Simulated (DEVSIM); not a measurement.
System: Schottky contact on n-type Si, at 300 K.

```tsv
layer (left to right)	material	thickness (μm)	Nd (cm⁻³)	τn (s)	τp (s)
1	Si	2.40	2.1e15	3.1e-6	3.1e-6
2	Si	9.10	9.4e17	3.1e-6	3.1e-6
```

Left contact: Schottky, work function 4.9 eV, emission velocity 8.5e6 cm/s. Right contact: ohmic. Voltage is applied to the left contact. Recombination: SRH at mid-gap, Auger. Gap narrowing is on: ΔEg = 6.92 meV × (l + √(l² + 0.5)), l = ln(N/1.3e17 cm⁻³), shared equally by both band edges. Mobility is μmin + (μ − μmin)/(1 + (N/Nref)^α).

The device is made up for the run: typed textbook-type constants, with dimensions and the other settings drawn at random. Values at 300 K; Nc and Nv go as T^1.5, mobilities as T to minus their exponent, the gap by Varshni's rule with the affinity fixed.

```csv
parameter,Si
gap (eV),1.124
affinity (eV),4.05
permittivity,11.7
Nc (cm⁻³),2.86e19
Nv (cm⁻³),3.1e19
μn (cm²/Vs),1417
μp (cm²/Vs),470
"μn,min",52
"μp,min",45
"Nref,n",9.7e16
"Nref,p",2.2e17
αn,0.68
αp,0.72
T exponent of μn,2.3
T exponent of μp,2.2
Cn (cm⁶/s),2.8e-31
Cp (cm⁶/s),9.9e-32
Varshni α (eV/K),0.000473
Varshni β (K),636
```

Model (solved in DEVSIM): 1D drift-diffusion, Boltzmann statistics, complete ionisation; no tunnelling, impact ionisation, image-force lowering or self-heating. Metal contacts follow the ideal Schottky-Mott rule: no Fermi-level pinning, no interface dipoles.

Base results: dark forward voltage at 100 A/cm² (V) 0.588; dark forward voltage at 1 A/cm² (V) 0.412; potential step across the device at zero bias (V) 0.748.

### Question
What follows from this one change: doping Nd of layer 1 2.1e+15 → 6.3e+15 cm^-3?

### Answer
dark forward voltage at 100 A/cm² 0.588 → 0.551 V; dark forward voltage at 1 A/cm² 0.412 → 0.406 V; potential step across the device at zero bias little changed (0.748 V).

### Question
What follows from this one change: temperature 300 → 500 K?

### Answer
dark forward voltage at 100 A/cm² 0.588 → 0.321 V; dark forward voltage at 1 A/cm² 0.412 → 0.089 V; potential step across the device at zero bias 0.748 → 0.656 V.

### Question
What follows from this one change: metal work function 4.9 → 4.75 eV?

### Answer
dark forward voltage at 100 A/cm² 0.588 → 0.443 V; dark forward voltage at 1 A/cm² 0.412 → 0.262 V; potential step across the device at zero bias 0.748 → 0.598 V.

### Question
What follows from this one change: constant mobility in place of the doping-dependent one?

### Answer
dark forward voltage at 100 A/cm² 0.588 → 0.583 V; dark forward voltage at 1 A/cm² little changed (0.411 V); potential step across the device at zero bias little changed (0.748 V).
